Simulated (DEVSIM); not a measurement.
Device: abrupt Si p-n junction, at 250 K.

Layer 1 from the left is Si, thickness (μm) 10.0, Na (cm⁻³) 1.8e18, τn (s) 1.1e-7, τp (s) 1.1e-7. Layer 2 from the left is Si, thickness (μm) 4.70, Nd (cm⁻³) 2.3e17, τn (s) 1.1e-7, τp (s) 1.1e-7.

Left contact: ohmic. Right contact: ohmic. Voltage is applied to the left contact. Recombination: SRH at mid-gap, radiative. Mobility is constant in doping.

Constants are typed, rounded textbook-type inputs, not results; the design itself was drawn at random and stands for no fabricated device. Values at 300 K; Nc and Nv go as T^1.5, mobilities as T to minus their exponent, the gap by Varshni's rule with the affinity fixed.

Si: gap (eV) 1.124, affinity (eV) 4.05, permittivity 11.7, Nc (cm⁻³) 2.86e19, Nv (cm⁻³) 3.1e19, μn (cm²/Vs) 1417, μp (cm²/Vs) 470, T exponent of μn 2.3, T exponent of μp 2.2, B (cm³/s) 4.7e-15, Varshni α (eV/K) 0.000473, Varshni β (K) 636.

Model (solved in DEVSIM): 1D drift-diffusion, Boltzmann statistics, complete ionisation; no tunnelling, impact ionisation, image-force lowering or self-heating.

Problem. What does the simulation give for the dark forward voltage at 1 A/cm², the dark forward voltage at 100 A/cm², the largest field in the device at zero bias?

Solution. dark forward voltage at 1 A/cm² 0.781 V; dark forward voltage at 100 A/cm² 0.882 V; largest field in the device at zero bias 240000 V/cm.
